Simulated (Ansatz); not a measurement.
System: Bi₂Te₃ (model structure, started from the A-La2O3 type, P-3m1, No. 164, 5 atoms in the cell). Method: PBE+SOC (plane waves, PAW; Ansatz, a first-principles code).

Run with plane-wave cutoff 520 eV, 12×12×4 k mesh (along the axes of the cell as run), Fermi–Dirac smearing 0.01 eV, PAW data made under PBE.

Cell (relaxed with PBEsol):

```cif
data_Bi2Te3
_chemical_formula_sum 'Bi2 Te3'
_space_group_name_H-M_alt 'P 1'
_space_group_IT_number 1
_cell_length_a 4.35073
_cell_length_b 4.35073
_cell_length_c 10.55320
_cell_angle_alpha 90.000
_cell_angle_beta 90.000
_cell_angle_gamma 120.000
loop_
_space_group_symop_operation_xyz
  'x, y, z'
loop_
_atom_site_label
_atom_site_type_symbol
_atom_site_fract_x
_atom_site_fract_y
_atom_site_fract_z
_atom_site_occupancy
Bi1 Bi 0.33333 0.66667 0.19207 1
Bi2 Bi 0.66667 0.33333 0.80793 1
Te1 Te 0.00000 0.00000 0.00000 1
Te2 Te 0.33333 0.66667 0.64394 1
Te3 Te 0.66667 0.33333 0.35606 1
```

Q: Give the computed band gap, smallest direct gap on the k points sampled and direct gap at Γ.

A: 
band gap: 0.09 eV (indirect)
smallest direct gap on the k points sampled: 0.20 eV
direct gap at Γ: 0.36 eV

Note: the relaxation could raise the start's symmetry but not lower it, so the cell can be a saddle point; cell and atoms aren't relaxed at this level (largest force component 0.31 eV/Å, pressure 2.8 GPa).

Computed values are for the static lattice.

A model structure was made by putting elements into a prototype or built by hand; it is no filed structure, need not be a known phase, and can be a saddle point held by its symmetry.
